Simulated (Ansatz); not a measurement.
**A self-consistent single point of BN (F-43m, 2 atoms in the cell) with Ansatz (an electronic-structure program)**

Method of the run: PBE (plane waves, PAW; Ansatz).

This input was run:

Ansatz 0.2 input:
```yaml
crystal:
  lattice:
    - [0.000000, 1.807500, 1.807500]
    - [1.807500, 0.000000, 1.807500]
    - [1.807500, 1.807500, 0.000000]
  atoms:
    - { symbol: B, position: [0.000000, 0.000000, 0.000000] }
    - { symbol: N, position: [0.250000, 0.250000, 0.250000] }
kpoints:
  mp_grid: { grid: [11, 11, 11] }
hamiltonian:
  xc: pbe
  pseudopotentials: { kind: paw }
scf:
  occupations: { method: fermi_dirac, width: 0.01 }
output:
  forces: true
  eigenvalues: true
  stress: true
```

Log, with long lists cut:

```
WARN basis.ecutwfc = 420 eV, the default
WARN ansatz: RAYON_NUM_THREADS=1 ignored (pool sized by the plan → 1); use --threads N
Pseudopotentials: kind: paw
Pseudopotential: B, paw, valence charge 3
Pseudopotential: N, paw, valence charge 5
Crystal: 2 atoms, lattice volume = 11.810 Å³
Basis set: ecut = 420 eV, 259 PW (Γ), exchange–correlation on 36×36×36 points (8 copies of the dense FFT grid, shifted against one another)
Bands: 8, of which v1, the nominal top of the filled ones, is band 4 counted from 1 (3 counted from 0)
Symmetry: 24 space group operations
Space group: F-43m (ITA 216), of the structure as read, at distance tolerance 2.3e-5 Å
k-points: 56 of 1331 (time reversal used)
Initial density: superposition of atomic densities (neutral atoms: chi_scale 0, normalization atom), corrected by the library's trained network
Initial wavefunctions: pseudopotential atomic-orbital guess
Eigensolver: davidson
Functional: x = pbe(κ = 0.804, μ = 0.2195149727645171), c = pbe(β = 0.06672455060314922)
SCF iter   1: F=—  HF=-542.274698 eV  |F-HF|=—  |Δ(HF+E_count)|=         —  Δρ=1.54e-3  dr2=1.39e-4  ethr=1.77e-3  ⟨swp⟩=4.9  Hψ=2924  notcnv=0
all-band conjugate gradients solve this SCF's bands
preconditioner: auto → none
SCF iter   2: F=—  HF=-542.274852 eV  |F-HF|=—  |Δ(HF+E_count)|=   1.53e-4  Δρ=8.16e-4  dr2=2.18e-5  ethr=1.74e-6  ⟨swp⟩=2.0  Hψ=1343  notcnv=0
SCF iter   3: F=—  HF=-542.274901 eV  |F-HF|=—  |Δ(HF+E_count)|=   4.86e-5  Δρ=3.53e-4  dr2=5.33e-6  ethr=2.72e-7  ⟨swp⟩=2.2  Hψ=648  notcnv=0
iter 4 did not close the SCF: its close was put off for the readings that it lacked (scf_convergence_deferred on its scf_iter line)
SCF iter   4: F=-542.274914 eV  HF=-542.274914 eV  |F-HF|=1.65e-8  |Δ(HF+E_count)|=   1.38e-5  Δρ=2.36e-5  dr2=1.89e-8  ethr=6.67e-8  ⟨swp⟩=2.3  Hψ=653  notcnv=0
iter 5 did not close the SCF: its close was put off for the readings that it lacked (scf_convergence_deferred on its scf_iter line)
SCF iter   5: F=-542.274914 eV  HF=-542.274914 eV  |F-HF|=4.69e-9  |Δ(HF+E_count)|=   1.57e-8  Δρ=9.21e-6  dr2=2.49e-9  ethr=2.36e-10  ⟨swp⟩=1.7  Hψ=506  notcnv=0
SCF iter   6: F=-542.274914 eV  HF=-542.274914 eV  |F-HF|=4.32e-12  |Δ(HF+E_count)|=   5.22e-9  Δρ=7.98e-7  dr2=2.46e-11  ethr=3.11e-11  ⟨swp⟩=1.5  Hψ=1346  notcnv=0
SCF 1 converged in 6 iterations: F = -542.274914 eV  dr2 = 2.46e-11
SCF converged after 6 iterations
Free energy (F): -542.274914 eV
Harris-Foulkes:  -542.274914 eV  (|F-HF|=4.32e-12)
Internal energy: -542.274914 eV  (E = F + TS)
E sigma→0 (E₀):  -542.274914 eV
Fermi energy:    13.463748 eV
--- Per-component energies (eV) ---
  E_band       = 26.442955
  E_kinetic    = 185.618472
  E_local      = -175.300741  (includes V_loc(G=0)·N_el)
  E_nonlocal   = 56.583205
  E_hartree    = 49.108449
  E_xc         = -93.447722
  E_vxc        = -116.231851  (∫ρ·V_xc dr)
  E_paw        = -206.452030  (= ΣΔE_a)
  E_vpaw       = -22.443114  (= ΣTr[D̂ρ^β])
  E_aug_tail   = 0.000103  (compensation charges beyond the density's cutoff)
  E_ewald      = -358.384650
  E_smearing   = -0.000000  (= −TS)
  E_closure    = 0.000000  (closes the sum)
  Σ components = -542.274914   (vs F -542.274914, Δ=0.00e0)
--- Forces (eV/Å), atoms counted from 1 ---
  atom   1  B      0.00000000    -0.00000000     0.00000000
  atom   2  N     -0.00000000    -0.00000000     0.00000000
  max |Σ_I F_I| component: 6.11e-16 eV/Å
--- Stress (GPa, compression-positive) ---
        3.028439      -0.000000       0.000000
        0.000000       3.028439       0.000000
       -0.000000       0.000000       3.028439
  P = ⅓ Tr σ = 3.0284 GPa (30.284 kbar)
  The stress holds the Pulay correction. Without it, at fixed plane waves, as pw.x and ABINIT print it: P = 1.9557 GPa
--- Band table (eV; the first three rows and the last of 56) ---
  k-point 0: bands = ["-9.0521", "11.1795", "11.1795", "11.1795", "20.0104", "20.0104", "20.0104", "21.5013"]
  k-point 1: bands = ["-8.8509", "10.1119", "10.9675", "10.9675", "20.2434", "20.3323", "20.3323", "22.1711"]
  k-point 2: bands = ["-8.2566", "7.7317", "10.4679", "10.4679", "20.5785", "21.0441", "21.0441", "23.6643"]
  k-point 55: bands = ["-3.2403", "3.4188", "3.8752", "5.4531", "20.4733", "24.2635", "25.6571", "26.5756"]
```

The run converged in 6 iterations.

The starting cell has typed, rounded lattice constants, without a prior relaxation at this level. With a pressure of about 3 GPa the cell is away from its equilibrium volume at this level. Ansatz's pressure includes its estimate of the finite-basis (Pulay) stress. Without the estimate this run gives 1.96 GPa. Another mesh or the band path of this cell gives a smaller gap, so this value is not converged in the mesh.
